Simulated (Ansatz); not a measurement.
Consider PbS in the rock salt structure (space group Fm-3m, No. 225; a = 5.974 Å). Axes: x, y, z lie along the cube axes.

Computed with DFT with r2SCAN, PAW potentials and a 500 eV plane-wave cutoff in Ansatz (a program for electronic structure), no spin-orbit coupling.

A first run, uniaxial strain ε_yy = −0.50 %, gives secant values C11 ≈ 140 GPa and C12 ≈ 18 GPa from its stress. A second run applies isotropic strain +0.76 %.

**Question.** What does linear elasticity predict for the bulk modulus −ΔP/(ΔV/V₀) in the second run, and what does the run give?

**Answer.** Linear elasticity: (C11 + 2 C12)/3 = 59 GPa. The run gives 55 GPa; any difference comes from nonlinear terms at these strains and numerical noise.

Whether these cells are dynamically stable was not tested.
